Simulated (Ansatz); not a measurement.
Hexagonal WC, relaxed in Ansatz (plane waves) with several semilocal functionals. Each gives its own volume and its own elastic constant C11:

| level | V0 (Å³/atom) | elastic constant C11 (GPa) | ln V0 | ln C11 |
|---|---|---|---|---|
| LDA | 10.127 | 758.1 | 2.3152 | 6.6308 |
| PBEsol | 10.287 | 738.1 | 2.3309 | 6.6041 |
| PBE | 10.525 | 701.6 | 2.3538 | 6.5534 |

Q: Fit a straight line to ln C11 against ln V0. What does it predict for r²SCAN, whose volume is 10.415 Å³/atom?

A: With x = ln V0 and y = ln C11: means 2.33330 and 6.59610; Σ(Δx Δy) = -0.001523, Σ(Δx²) = 0.0007536, so the slope is -2.02. At x = 2.3432 the line gives y = 6.59610 + (-2.02) × (2.3432 − 2.33330) = 6.5761, or 717.7 GPa. The run with r²SCAN gives 738.6 GPa, +2.9 % from the line. The rows used scatter about it by up to 0.3 %, while the largest value lies 8 % above the smallest.

Ansatz's density-functional and Hartree–Fock values are scalar-relativistic unless marked +SOC, with PAW data made under PBE.

Ansatz is a first-principles code.
